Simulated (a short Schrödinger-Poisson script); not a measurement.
System: MOS inversion layer, SiO2 on p-type GaAs, at 300 K.

```csv
layer,material,thickness (nm),Na (cm⁻³)
1,SiO2,3.4,-
2,GaAs,590,7.1e17
```

The device is made up for the run: typed textbook-type constants, with dimensions and the other settings drawn at random. SiO2: permittivity 3.9, conduction-band edge (eV) 3.17, gap (eV) 9, electron mass (mₑ) 0.5. GaAs: permittivity 12.9, conduction-band edge (eV) 0, gap (eV) 1.424, Nv at 300 K (cm⁻³) 9e18.

Channel valleys (confinement mass, in-plane density-of-states mass, number): Γ 0.067, 0.067, 1. At the gate the conduction-band edge of layer 1 lies 3.34 eV − eVg above the Fermi level of the channel; the field vanishes at the back. Gaps are held at their typed values at every temperature. Mesh 0.03 nm at interfaces.

From a short Schrödinger-Poisson script (our own, NumPy): 1D Poisson equation in equilibrium, electrons classical, Boltzmann, parabolic valleys, classical holes, full ionisation, no traps, pinning or gate leakage.

The same stack at other levels of the model or other numerical settings:

```
run                                                                  sheet density of all electrons at Vg = 3 V (cm⁻²)  sheet density of all electrons at Vg = 1.2 V (cm⁻²)  capacitance at Vg = 3 V (μF/cm²)  centroid of the channel electrons at Vg = 3 V (nm)  rough cost against the base
-------------------------------------------------------------------  -------------------------------------------------  ---------------------------------------------------  --------------------------------  --------------------------------------------------  ---------------------------
base                                                                                                           1.28e13                                              1.92e12                             0.994                                                0.30                      about 1
electrons treated as classical, Fermi-Dirac                                                                    9.46e12                                              1.21e12                             0.795                                                1.91                            6
electrons treated as quantum, Hartree                                                                          9.29e12                                              8.74e11                             0.807                                                2.14                           20
electrons treated as quantum, Hartree plus LDA exchange-correlation                                            9.46e12                                              9.49e11                             0.811                                                2.09                           30
mesh six times as coarse                                                                                       1.27e13                                              1.88e12                             0.984                                                0.39                          0.6
```

The classical rows ignore confinement, and Boltzmann statistics overrate the density once the band edge passes the Fermi level.

Above a few 1e12 electrons/cm² a light Γ valley is non-parabolic and upper valleys begin to fill, which the model leaves out.
